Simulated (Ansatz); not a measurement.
Abridged Ansatz (an electronic-structure program) output:

```
Pseudopotential: Ba, paw, valence charge 10
Pseudopotential: Pb, paw, valence charge 14
Pseudopotential: Cl, paw, valence charge 7
Crystal: 5 atoms, lattice volume = 174.914 Å³
Basis set: ecut = 420 eV, 3407 PW (Γ), exchange–correlation on 80×80×80 points (8 copies of the dense FFT grid, shifted against one another)
Bands: 28, of which v1, the nominal top of the filled ones, is band 23 counted from 1 (22 counted from 0)
Symmetry: 48 space group operations
k-points: 35 of 729
Functional: x = pbesol(κ = 0.804, μ = 0.12345679012345678), c = pbesol(β = 0.046)
SCF iter   1: F=—  HF=-20810.561553 eV  |F-HF|=—  |Δ(HF+E_count)|=         —  Δρ=3.32e-2  dr2=6.26e0  ethr=3.10e-3  ⟨swp⟩=10.6  Hψ=14253  notcnv=0
SCF iter   2: F=—  HF=-20809.259643 eV  |F-HF|=—  |Δ(HF+E_count)|=    1.30e0  Δρ=1.77e-2  dr2=2.51e0  ethr=3.10e-3  ⟨swp⟩=4.7  Hψ=2798  notcnv=0  defer=37
SCF 1 converged in 11 iterations: F = -20808.399705 eV  dr2 = 1.81e-10
SCF converged after 11 iterations
Free energy (F): -20808.399705 eV
Internal energy: -20808.371371 eV  (E = F + TS)
E sigma→0 (E₀):  -20808.385538 eV
Entropy (-TS):   -0.028334 eV (-5.667 meV/atom)
Fermi energy:    7.234544 eV
--- Forces (eV/Å), atoms counted from 1 ---
  atom   1  Ba    -0.00000000     0.00000000     0.00000000
  atom   2  Pb     0.00000000    -0.00000000    -0.00000000
  atom   3  Cl     0.00000000    -0.00000000    -0.00000000
  atom   4  Cl     0.00000000    -0.00000000    -0.00000000
  atom   5  Cl    -0.00000000    -0.00000000     0.00000000
--- Stress (GPa, compression-positive) ---
        0.000410       0.000000       0.000000
        0.000000       0.000410       0.000000
        0.000000       0.000000       0.000410
  P = ⅓ Tr σ = 0.0004 GPa (0.004 kbar)
```

### Question
What was computed, and what are the main results?

### Answer
BaPbCl3, 5 atoms in the cell, with PBEsol (Ansatz, PAW, no SOC), earlier PAW set. The last SCF converged to F = -20808.399705 eV, or -4161.6799 eV per atom, at a pressure of 0.00 GPa. The total energy compares only with runs of the same code, potentials and settings.

Whether these cells are dynamically stable was not tested. The final runs are not spin-polarised. An odd electron count without spin: BaPbCl3. The cell was made from CsPbCl3 by this change: Cs → Ba; the result is a hypothetical phase, not in the database extracts checked. Many cubic perovskites are stable only at high temperature; tilts and polar distortions were not tested.
